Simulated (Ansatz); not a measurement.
Consider a 12-atom supercell of Sb in the A7 type structure (space group R-3m, No. 166) at its relaxed geometry.

```
CELL_PARAMETERS angstrom
      6.48194     1.24745     3.67987
     -6.48194     1.24745     3.67987
     -2.16065    -6.23725     3.67987
ATOMIC_POSITIONS crystal
  Sb 0.31517 0.77578 0.61819
  Sb 0.31517 0.27578 0.11819
  Sb 0.64851 0.44244 0.61819
  Sb 0.64851 0.94244 0.11819
  Sb 0.98184 0.10911 0.61819
  Sb 0.98184 0.60911 0.11819
  Sb 0.01816 0.39089 0.88181
  Sb 0.01816 0.89089 0.38181
  Sb 0.35149 0.05756 0.88181
  Sb 0.35149 0.55756 0.38181
  Sb 0.68483 0.72422 0.88181
  Sb 0.68483 0.22422 0.38181
```

Method: Ansatz (a quantum-chemistry and plane-wave program) PBE-D3(BJ), no spin-orbit coupling.

One thing is altered: one H atom is added in an open site, starting 2.31 Å from the nearest host atom, atoms relaxed at fixed cell, starting from a slightly rattled geometry.

**Question.** Estimate the effect on the largest displacement of a host atom from its site in the perfect cell and final site of the added atom.

**Answer.** The largest displacement of a host atom from its site in the perfect cell comes out as 0.22 Å; the final site of the added atom amounts to 2 Sb at 1.86 Å (linear).

In so small a cell the defect repeats every few ångströms: this is an ordered compound, not a dilute defect. All final runs are without spin polarisation. The defect cell is not spin-polarised.
